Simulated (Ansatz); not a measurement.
**TaN: isotropic strain +4.89 %**

Base system: TaN (space group P-6m2, No. 187; a = 2.936 Å, c = 2.885 Å).

Now apply this change: an isotropic linear strain of +4.89 %, atoms relaxed at fixed cell.

Level of theory: r2SCAN, PAW, 500 eV (Ansatz, an electronic-structure program; no SOC), earlier PAW set. Settings: 13×13×11 k-points, 0.05 eV Fermi–Dirac smearing.

The space group remains P-6m2 (No. 187) and the shortest interatomic distance rises by 0.109 Å, from 2.226 Å to 2.335 Å. The energy rises by 0.223 eV/atom and the pressure (mean of the normal stresses, compression positive) goes from zero to -37.9 GPa. The band gap is still zero.

Final structure:

```
TaN
1.0
    3.07980     0.00000     0.00000
   -1.53990     2.66719     0.00000
    0.00000     0.00000     3.02597
Ta N
1 1
Direct
  0.00000   0.00000   0.50000
  0.66667   0.33333   0.00000
```

Cost of the whole job for the changed cell (relaxation, final SCF and bands): around 27 core-seconds (rough).

The mesh was chosen for an insulator and is coarse for the gapless case. Spin-orbit coupling, missing from the scalar runs, can matter with Ta. Stability against distortions was not tested. All final runs are without spin polarisation. This is not the structure that TaN has at room temperature and ambient pressure. The zero or small gap of TaN can change with the level of theory.
